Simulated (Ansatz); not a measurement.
Base system: ZnCu2GeS4 (space group I-4, No. 82; a = 5.360 Å, c = 10.650 Å).

Level of theory: PBE/PAW in Ansatz (a first-principles code), without spin-orbit coupling.

For the base:

| Item | Value |
|---|---|
| Electron mass | 0.10 mₑ along c, 0.11 mₑ across (at Γ) |
| Valley order | Γ 0.47 eV; X (0, 0, 1/2) 0.73 eV; M (1/2, 1/2, 1/2) 1.43 eV |

Now apply this change: a hydrostatic pressure of 0.9 GPa.

How does this affect the electron mass?

The electron mass goes from 0.10 mₑ along c, 0.11 mₑ across (at Γ) to 0.11 mₑ along c, 0.12 mₑ across (at Γ).

What does the calculation give for the valley order after the change?

The valley order (the lowest conduction-band minima on the path, energy above the VBM, named in the base's zone) becomes Γ 0.52 eV; X (0, 0, 1/2) 0.75 eV; M (1/2, 1/2, 1/2) 1.46 eV (base: Γ 0.47 eV; X (0, 0, 1/2) 0.73 eV; M (1/2, 1/2, 1/2) 1.43 eV).

The levels and masses belong to the bands next to the band gap. Load acts through the strain it causes; cell and atoms are relaxed under it. Masses are band curvatures over ±0.01 Å⁻¹ around the edge. Whether these cells are dynamically stable was not tested. All final runs are without spin polarisation.
